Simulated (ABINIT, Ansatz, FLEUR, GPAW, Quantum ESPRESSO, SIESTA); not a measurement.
**Code comparison for CsRuF₆ (R-3m, 8 atoms in the cell)**

Self-consistent single point, at a second geometry (lattice scaled by 0.98). First geometry:

```xyz
8
Lattice="4.0554 2.3414 2.6857 -4.0554 2.3414 2.6857 0.0000 -4.6828 2.6857" Properties=species:S:1:pos:R:3 pbc="T T T"
Cs     0.0000     0.0000     4.0286
Ru     0.0000     0.0000     0.0000
F      0.0000    -3.1364     3.8031
F      0.0000     3.1364     4.2540
F      2.7162     1.5682     3.8031
F     -2.7162    -1.5682     4.2540
F     -2.7162     1.5682     3.8031
F      2.7162    -1.5682     4.2540
```
Moments meant for the start (each program seeds them in its own way; μB, in the order of the atoms Cs Ru F F F F F F): 0.0 2.0 0.0 0.0 0.0 0.0 0.0 0.0.

Shared settings, as Ansatz (an electronic-structure program) writes them: kpoints.mp_grid.grid = 3 3 3; scf.occupations.method = fermi_dirac; scf.occupations.width = 0.05 eV. Potentials and cutoffs stand in the table.

| code | model | ΔF from the first geometry (meV/atom) | pressure (GPa) | largest force (eV/Å) | gap on the mesh (eV) | size of the net moment (μB/atom) | cutoff |
|---|---|---|---|---|---|---|---|
| SIESTA | LDA PW92, numerical atomic orbitals TZP, PseudoDojo LDA standard norm-conserving potentials (rewritten from UPF to PSML) | -32.0 | -2.33 | 0.018 | 1.014 | 0.37 | grid 300 Ry |
| GPAW | LDA (Perdew-Wang 92), GPAW PAW datasets LDA (gpaw-data 1.0.1) | -43.8 | – | 0.678 | 1.064 | 0.37 | 900 eV |
| Quantum ESPRESSO | LDA (PZ), GBRV 1.5 ultrasoft (LDA) pseudopotentials | -34.5 | -3.18 | 0.278 | 1.053 | 0.38 | 40 Ry |
| FLEUR | LDA (Vosko-Wilk-Nusair), all-electron FLAPW (FLEUR), scalar-relativistic valence | -45.2 | – | 0.636 | 1.082 | 0.38 | Kmax 4.7 1/bohr |
| Ansatz | LDA (PW92), PAW files made with PBE | -36.1 | -3.56 | 0.359 | – | 0.37 | default |
| ABINIT | LDA (PW92), PAW (JTH v2.0 LDA PAW) | -39.2 | -4.00 | 0.487 | 1.063 | 0.37 | 24 Ha |

A dash marks a value that a program does not give, or that is left out as unsure.

No gap is tabulated for Ansatz: it is not read from that output, or partly filled or unconverged empty levels leave it unsure.

Gaps are read on the mesh.

On Ansatz's run: with one magnetic atom in the cell only a parallel order is possible.

The spread over the programs that give each value: ΔF from the first geometry within 13.2 meV/atom; pressure within 1.67 GPa; largest force within 0.660 eV/Å; gap on the mesh within 0.068 eV; size of the net moment within 0.01 μB/atom.

SIESTA uses small atom-centred bases, whose incompleteness enters pressures, forces and empty levels differently from a plane-wave cutoff. FLEUR treats all electrons, but the usual bases taken here (sphere radii, linearisation, local orbitals, empty states) were not tested for convergence, so the values are no reference for the others. Ansatz's pressure is given at a fixed set of plane waves, as the other plane-wave codes print theirs; with its correction for the finite basis it is -3.06 GPa (the shift of 0.51 GPa shows how far the cutoff is from converged). The pressure of GPAW is left out: its cutoff lies under the one at which its stress was checked. The same LDA comes in different parametrisations, which differ slightly. In the pressure, SIESTA (by 1.23) lies more than 1 GPa from the median of the plane-wave programs. In the force vectors, SIESTA (by 0.418), GPAW (by 0.255), Quantum ESPRESSO (by 0.145) and FLEUR (by 0.213) lie more than 0.08 eV/Å from the median of the plane-wave programs.

The shared mesh is coarse (it stands for a supercell whose shortest vector is 16 Å), so the values are not converged in it.

The starting cell comes from a database of computed structures (which also holds hypothetical and non-ambient phases and stackings), without a prior relaxation at this level. Its lattice was rescaled by a random factor within 2.5 % of one. For this run, on top of that: lattice scaled by 0.98.

Keys are those of Ansatz 0.2.
